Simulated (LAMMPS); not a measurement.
LAMMPS 22 Jul 2025, classical MD, Stillinger-Weber (Si.sw): Si, 5832 atoms.

```
Property                                                                                      Result
-----------------------------------------------  ---------------------------------------------------
task                                                                                         MD, nve
potential                                                                    Stillinger-Weber, Si.sw
copies of the repeat unit                                                                      9×9×9
shape (slab and sphere leave vacuum in the box)                                                 bulk
neighbor skin                                                                                    2 Å
neigh_modify                                                               every 1 delay 0 check yes
newton                                                                                  on (default)
atom_modify sort (bins of 2 Å where set)                                              1000 (default)
comm_style                                                                           brick (default)
box                                                                             48.9 × 48.9 × 48.9 Å
start                                            generated diamond lattice, warmed in an untimed run
```

All runs start from one configuration, warmed at this fixed volume for 1000 steps under a thermostat at 300 K. The run at the shortest step has a mean temperature of 303 K and a mean pressure of 0.4 GPa.

Each run covers about 2.0 ps at constant energy (mean temperature 303 K at the shortest step); σ is the standard deviation over the printed steps. One run each, on a shared machine, so no times are given.

Steps tried: 0.5 fs, 1 fs, 2 fs, 2.5 fs, 4 fs, 5 fs, 8 fs, 10 fs, 16 fs, 20 fs, 32 fs.

What is the longest step at which the total energy fluctuates by under 10 % of the kinetic energy's fluctuation?

5 fs. The run fails or blows up at 16 fs, 20 fs, 32 fs.

```
time step  σ(E total)/σ(E kinetic)  last minus first total energy (meV/atom)  mean temperature (K)
---------  -----------------------  ----------------------------------------  --------------------
0.5 fs                     0.00044                               under 0.001                   303
1 fs                        0.0018                               under 0.001                   303
2 fs                        0.0070                                   +0.0014                   302
2.5 fs                       0.011                                   +0.0030                   302
4 fs                         0.028                                   −0.0015                   300
5 fs                         0.046                                    +0.024                   298
8 fs                          0.16                                     +0.37                   289
10 fs                         0.31                                     +0.89                   280
16 fs            stops: Lost atoms                                         —                     —
20 fs            stops: Lost atoms                                         —                     —
32 fs            stops: Lost atoms                                         —                     —
```

The bar is a choice.
